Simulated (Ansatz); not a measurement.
GaO (model structure, started from the beta GaS type, P6₃/mmc, No. 194, 8 atoms in the cell), treated with PBE (PAW; Ansatz, a first-principles code).

Settings: plane-wave cutoff 520 eV, 12×12×4 k mesh (along the axes of the cell as run), Fermi–Dirac smearing 0.01 eV, scalar-relativistic PAW data made under PBE.

Cell (relaxed at this level):

```cif
data_Ga4O4
_chemical_formula_sum 'Ga4 O4'
_space_group_name_H-M_alt 'P 1'
_space_group_IT_number 1
_cell_length_a 3.10436
_cell_length_b 3.10436
_cell_length_c 13.95128
_cell_angle_alpha 90.000
_cell_angle_beta 90.000
_cell_angle_gamma 120.000
loop_
_space_group_symop_operation_xyz
  'x, y, z'
loop_
_atom_site_label
_atom_site_type_symbol
_atom_site_fract_x
_atom_site_fract_y
_atom_site_fract_z
_atom_site_occupancy
Ga1 Ga 0.33333 0.66667 0.16020 1
Ga2 Ga 0.66667 0.33333 0.66020 1
Ga3 Ga 0.66667 0.33333 0.83980 1
Ga4 Ga 0.33333 0.66667 0.33980 1
O1 O 0.33333 0.66667 0.60802 1
O2 O 0.66667 0.33333 0.10802 1
O3 O 0.66667 0.33333 0.39198 1
O4 O 0.33333 0.66667 0.89198 1
```

Estimate the band gap that the calculation returns.


- band gap: 1.22 eV (on the SCF k mesh)

Note: the relaxation could raise the start's symmetry but not lower it, so the cell can be a saddle point; the cell has widely spaced layers and the level no dispersion term, so their spacing and the moduli can rest on weak binding.

Spin–orbit coupling is not included.

Computed values are for the static lattice.

Cost on a shared machine: around 8 core-minutes (rough).

A model structure was made by putting elements into a prototype or built by hand; it is no filed structure, need not be a known phase, and can be a saddle point held by its symmetry.
